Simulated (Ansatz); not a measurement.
# AlV2C with two functionals, isotropic strain −2.13 %

Base system: AlV2C (space group P6_3/mmc, No. 194; a = 2.905 Å, c = 13.135 Å).

(Cell as relaxed with PBE.)

Levels (all Ansatz, a quantum-chemistry and plane-wave program, PAW): PBE (420 eV, without spin-orbit coupling); r2SCAN (500 eV, no spin-orbit coupling).

Each level relaxes its own structure.

```json
[
 {"base": "volume per atom", "PBE": "12.00 Å³", "r2SCAN": "11.82 Å³"},
 {"base": "lattice parameter a", "PBE": "2.905 Å", "r2SCAN": "2.885 Å"},
 {"base": "band gap", "PBE": "zero", "r2SCAN": "zero"}
]
```

Now apply this change: the cell is scaled by 0.9787 in all directions, atoms relaxed at fixed cell.

```csv
quantity,PBE,r2SCAN
energy relative to the base (free energy F),+28 meV/atom,+30 meV/atom
largest internal atomic displacement,0.026 Å,0.025 Å
"pressure (mean of the normal stresses, compression positive)",12.9 GPa,13.9 GPa
band gap,zero,zero
```

PBE's energy relative to the base lies 1.8 meV/atom below r2SCAN's; PBE's pressure lies 1.0 GPa below r2SCAN's; the two agree on the band gap. Neither level is exact; r2SCAN is the comparison here, not a measurement.

Stability against distortions was not tested. Seeded moments were not kept for the base. The final runs are not spin-polarised.
